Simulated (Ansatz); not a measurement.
**A computed series for LiCl: pressure series**

The reference is LiCl in the rock salt structure (space group Fm-3m, No. 225; a = 5.150 Å).

Cell and atoms are relaxed at each pressure.

Calculations: PBE (Ansatz, a first-principles code; PAW; 420 eV plane waves; without spin-orbit coupling).

Candidates:
(a) pressure 1.8 GPa
(b) pressure −1 GPa
(c) pressure 60 GPa

For the base:

```
Quantity   Result
--------  -------
Band gap  6.26 eV
```

### Question
Order them by band gap, lowest first.

### Answer
(b) pressure −1 GPa (6.07 eV), (c) pressure 60 GPa (6.42 eV), (a) pressure 1.8 GPa (6.55 eV)

Load acts through the strain it causes; cell and atoms are relaxed under it. No phonon test of stability was made. No other phases were tried under pressure.
